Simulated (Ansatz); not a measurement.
Cost and result by functional for the surface energy of the (311) surface of fcc Pt in its 1x1 cell, outermost plane spacing 1.20 Å in the ideal cut, in Ansatz (plane waves, PAW). Single points on the PBE structure, on one kind of machine; costs are rough ratios of the slab run's core time (references not counted) to the cheapest single point. r2SCAN's cost holds its higher cutoff (500 against 420 eV). Differences are taken against r2SCAN for comparison alone: no measured value is at hand, so the table doesn't rank accuracy.

Slab: 9 atoms, 9.6 Å thick at the start (thin: gaps and levels are the slab's own); k 14x8x1, smearing 0.1 eV, dipole-corrected; all atoms relaxed; held to the part of the start's symmetry that mesh and held atoms allow; no spin, no spin-orbit, no U. These notes are the PBE run's.

| functional | relative cost | surface energy (J/m²) | less r2SCAN (J/m²) |
|---|---|---|---|
| LDA | 1 | 2.42 | 0.40 |
| PBEsol | 1 | 2.24 | 0.22 |
| RPBE | 1 | 1.55 | -0.47 |
| r2SCAN | 2 | 2.02 | 0.00 |
| PBE (the relaxed run's value) | – | 1.81 | -0.21 |

The values span 0.87 J/m², while the single points' costs differ by a factor of roughly 2. Differences are of unrounded values.

Ansatz is a first-principles code.
